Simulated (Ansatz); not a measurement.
ZrN in the rock salt structure, quasi-harmonic lattice dynamics with DFT at the PBE level (Ansatz, an electronic-structure program). 

```
T (K)  α_L (10⁻⁶/K)  C_P (J/mol/K)  bulk modulus B_T (GPa)     γ
-----  ------------  -------------  ----------------------  ----
50              0.8            4.6                     244  1.88
100             2.8           16.3                     244  1.85
300             7.2           41.0                     238  1.87
350             7.7           43.5                     236  1.87
500             8.6           47.9                     231  1.89
750             9.5           51.3                     221  1.91
800               ?           51.8                     219  1.92
950            10.1              ?                     213  1.93
```

Problem. Complete the blanks.

Solution. 
- 800, α_L (10⁻⁶/K): 9.7
- 950, C_P (J/mol/K): 53.1

No phase change or melting is allowed for: the numbers belong to this structure as given.
